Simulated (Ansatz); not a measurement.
The parent structure is PbTe in the rock salt structure (space group Fm-3m, No. 225; a = 6.534 Å).

Level of theory: r2SCAN, PAW, 500 eV (Ansatz, a first-principles code; scalar-relativistic without spin-orbit coupling).

Strains are applied to the cell and any free atomic positions relax.

One change was made to it. Results:

```csv
quantity,base,after
band gap,1.09 eV,1.12 eV
energy relative to the base (free energy F),0 meV/atom,+1.0 meV/atom
electron mass,"0.34 mₑ along k, 0.12 mₑ across (at L)","0.35 mₑ along k, 0.12 mₑ across (at L)"
gap character,direct at L,direct at L
```

Q: Which of these changes matches the shifts?
(A) isotropic strain +1.50 %
(B) isotropic strain +0.50 %
(C) isotropic strain +2.50 %

A: B, isotropic strain +0.50 %. For comparison, the band gap in the other runs: isotropic strain +1.50 % gives 1.17 eV; isotropic strain +2.50 % gives 1.22 eV.

Spin-orbit coupling, missing from the scalar runs, can matter with Pb and Te. Masses are band curvatures over ±0.01 Å⁻¹ around the edge. Along k means along the line from Γ to the band edge. No phonon test of stability was made.
